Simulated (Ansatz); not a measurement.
**Effective masses and thermopower of CdS under load (space group I-4m2)**

```xyz
2
Lattice="0.0000 3.0918 2.6924 3.0918 0.0000 2.6924 3.0918 3.0918 0.0000" Properties=species:S:1:pos:R:3 pbc="T T T"
Cd     0.0000     0.0000     0.0000
S      1.5459     1.5459     1.3462
```

Computed with r2SCAN with spin-orbit coupling, rigid bands (plane waves, PAW; Ansatz, an electronic-structure program). Condition of this run: biaxial stress xx = yy = -2 GPa (compression positive) (the target of the relaxation). How the cell was made: cell and atoms relaxed with r2SCAN, then loaded as said.

* **band gap**: 1.28 eV
* **electron conductivity mass (300 K, dilute)**: 0.162 (x), 0.162 (y), 0.155 (z) mₑ
* **hole conductivity mass (300 K, dilute)**: 0.91 (x), 0.91 (y), 0.32 (z) mₑ
* **effective density of states N_c (300 K)**: 1.5e18 cm⁻³
* **effective density of states N_v (300 K)**: 1.2e19 cm⁻³
* **density-of-states mass, electrons**: 0.155 mₑ
* **density-of-states mass, holes**: 0.61 mₑ
* **Seebeck coefficient, n-type 1e19 cm⁻³, 300 K**: -95 μV/K
* **best n-type power factor at 300 K for τ = 10 fs (best axis; densities from 1e16 to 1e21 cm⁻³ tried, whether or not they can be reached)**: 1.52 μW/(cm·K²) at 3e18 cm⁻³
* **Seebeck coefficient, p-type 1e19 cm⁻³, 300 K**: 254 μV/K

Rigid bands; masses and Seebeck coefficients take one relaxation time τ for all states and one kind of carrier; polarons and phonon drag are left out.
